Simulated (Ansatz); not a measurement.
Worked example: self-consistent single point of LaGe3Ir (I4mm, 5 atoms in the cell) in Ansatz (a program for electronic structure).

Method of the run: PBEsol, default PAW files made with PBE (plane waves; Ansatz).

```xyz
5
Lattice="-2.2303 2.2303 5.0669 2.2303 -2.2303 5.0669 2.2303 2.2303 -5.0669" Properties=species:S:1:pos:R:3 pbc="T T T"
La     0.0000     0.0000     5.9127
Ge     2.2303     0.0000     3.4722
Ge     0.0000     2.2303     3.4722
Ge     0.0000     0.0000     0.0050
Ir     0.0000     0.0000     2.4197
```

Reference input (self-consistent single point, DFT, PBEsol, plane waves, default PAW files made with PBE): basis.ecutwfc = 30.9 Ry; kpoints.mp_grid.grid = 8 8 8; hamiltonian.xc = pbesol; hamiltonian.pseudopotentials = {kind: paw} (the program's default PAW files); scf.occupations.method = gaussian; scf.occupations.width = 0.0073 Ry. This run's input differs from it in these lines:

Ansatz 0.2 input:
```diff
@@ -14,3 +14,3 @@
 kpoints:
-  mp_grid: { grid: [8, 8, 8] }
+  mp_grid: { grid: [9, 9, 9] }
 hamiltonian:
@@ -19,3 +19,3 @@
 scf:
-  occupations: { method: gaussian, width: 0.0073 Ry }
+  occupations: { method: gaussian, width: 0.0015 Ry }
 output:
```

Output (repeated stretches shortened):

```
SCF iter   1: F=—  HF=-30724.606834 eV  |F-HF|=—  |Δ(HF+E_count)|=         —  Δρ=3.61e-3  dr2=1.07e-2  ethr=1.77e-3  ⟨swp⟩=5.7  Hψ=10592  notcnv=0
all-band conjugate gradients solve this SCF's bands
preconditioner: auto → Resta (q_TF=auto, 2.567 Å⁻¹)
SCF iter   2: F=—  HF=-30724.605596 eV  |F-HF|=—  |Δ(HF+E_count)|=   1.24e-3  Δρ=1.87e-3  dr2=2.24e-3  ethr=1.52e-5  ⟨swp⟩=2.3  Hψ=6784  notcnv=0  defer=177
SCF iter   3: F=—  HF=-30724.605661 eV  |F-HF|=—  |Δ(HF+E_count)|=   6.50e-5  Δρ=6.93e-4  dr2=2.92e-4  ethr=3.19e-6  ⟨swp⟩=2.0  Hψ=5326  notcnv=0  defer=177
SCF iter   4: F=—  HF=-30724.605639 eV  |F-HF|=—  |Δ(HF+E_count)|=   2.21e-5  Δρ=1.56e-4  dr2=1.62e-5  ethr=4.17e-7  ⟨swp⟩=2.0  Hψ=5495  notcnv=0  defer=177
SCF iter   5: F=—  HF=-30724.605649 eV  |F-HF|=—  |Δ(HF+E_count)|=   9.52e-6  Δρ=3.30e-5  dr2=7.03e-7  ethr=2.31e-8  ⟨swp⟩=2.2  Hψ=5631  notcnv=0  defer=177
SCF iter   6: F=-30724.605649 eV  HF=-30724.605649 eV  |F-HF|=4.51e-9  |Δ(HF+E_count)|=   8.82e-8  Δρ=8.10e-6  dr2=4.37e-8  ethr=1.43e-10  ⟨swp⟩=9.6  Hψ=15222  notcnv=0
SCF 1 converged in 6 iterations: F = -30724.605649 eV  dr2 = 4.37e-8
Free energy (F): -30724.605649 eV
Internal energy: -30724.605269 eV  (E = F + TS)
E sigma→0 (E₀):  -30724.605459 eV
Entropy (-TS):   -0.000380 eV (-0.076 meV/atom)
Fermi energy:    13.812920 eV
--- Forces (eV/Å), atoms counted from 1 ---
  atom   1  La     0.00000000     0.00000000    -0.27841355
  atom   2  Ge     0.00000000    -0.00000000     0.06919992
  atom   3  Ge    -0.00000000     0.00000000     0.06919992
  atom   4  Ge    -0.00000000    -0.00000000     0.06598835
  atom   5  Ir    -0.00000000     0.00000000     0.07400022
--- Stress (GPa, compression-positive) ---
       -3.373072       0.000000      -0.000000
        0.000000      -3.373072       0.000000
       -0.000000       0.000000      -3.718906
  P = ⅓ Tr σ = -3.4884 GPa (-34.884 kbar)
  The stress holds the Pulay correction. Without it, at fixed plane waves, as pw.x and ABINIT print it: P = -3.5177 GPa
```

The run converged in 6 iterations. Against the reference run the free energy rises by 1.1 meV/atom, the pressure hardly changes (-3.47 to -3.49 GPa) and the largest force goes from 0.295 to 0.278 eV/Å.

The starting cell comes from a database of computed structures (which also holds hypothetical and non-ambient phases and stackings), without a prior relaxation at this level. Its lattice was rescaled by up to half a per cent. One atom was moved a little off its site on purpose. Spin polarisation is off. With a pressure of about -3 GPa the cell is away from its equilibrium volume at this level. Ansatz's pressure includes its estimate of the finite-basis (Pulay) stress.
